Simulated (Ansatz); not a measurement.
Given:

End structure of a constructed model of the (111) surface of fcc Rh, p(2x2) surface alloy, Ti on one Rh site of the top plane (bottom of the slab: a bare face, its two planes held):

```yaml
crystal:
  lattice:
    - [5.41644, 0.00000, 0.00000]
    - [-2.70822, 4.69077, 0.00000]
    - [0.00000, 0.00000, 27.50000]
  atoms:
    - { symbol: Rh, position: [0.16667, 0.83333, 0.29849] }
    - { symbol: Rh, position: [0.16667, 0.33333, 0.29849] }
    - { symbol: Rh, position: [0.66667, 0.83333, 0.29849] }
    - { symbol: Rh, position: [0.66667, 0.33333, 0.29849] }
    - { symbol: Rh, position: [0.33333, 0.66667, 0.37890] }
    - { symbol: Rh, position: [0.33333, 0.16667, 0.37890] }
    - { symbol: Rh, position: [0.83333, 0.66667, 0.37890] }
    - { symbol: Rh, position: [0.83333, 0.16667, 0.37890] }
    - { symbol: Rh, position: [0.49981, 0.50019, 0.45846] }
    - { symbol: Rh, position: [0.49981, 0.99962, 0.45846] }
    - { symbol: Rh, position: [0.00038, 0.50019, 0.45846] }
    - { symbol: Rh, position: [0.00000, 0.00000, 0.45864] }
    - { symbol: Rh, position: [0.66667, 0.33333, 0.53746] }
    - { symbol: Rh, position: [0.66649, 0.83325, 0.53998] }
    - { symbol: Rh, position: [0.16675, 0.33351, 0.53998] }
    - { symbol: Rh, position: [0.16675, 0.83325, 0.53998] }
    - { symbol: Rh, position: [0.83444, 0.16556, 0.62036] }
    - { symbol: Rh, position: [0.83444, 0.66888, 0.62036] }
    - { symbol: Rh, position: [0.33112, 0.16556, 0.62036] }
    - { symbol: Rh, position: [0.33333, 0.66667, 0.62113] }
    - { symbol: Ti, position: [0.00000, 0.00000, 0.69691] }
    - { symbol: Rh, position: [0.00278, 0.50139, 0.69945] }
    - { symbol: Rh, position: [0.49861, 0.99722, 0.69945] }
    - { symbol: Rh, position: [0.49861, 0.50139, 0.69945] }
```

Model: 24-atom slab, 11.1 Å thick at the start, 8x8x1 mesh, Fermi-Dirac 0.1 eV, dipole correction, 8 atoms held, the rest relaxed; held to the start's symmetry, so lower structures may exist; no spin, no spin-orbit, no U. It is one candidate, not shown to be the stable structure of the face.

Question: What work function of the top face does PBE run with Ansatz (an electronic-structure program) give?

Answer: 4.89 eV
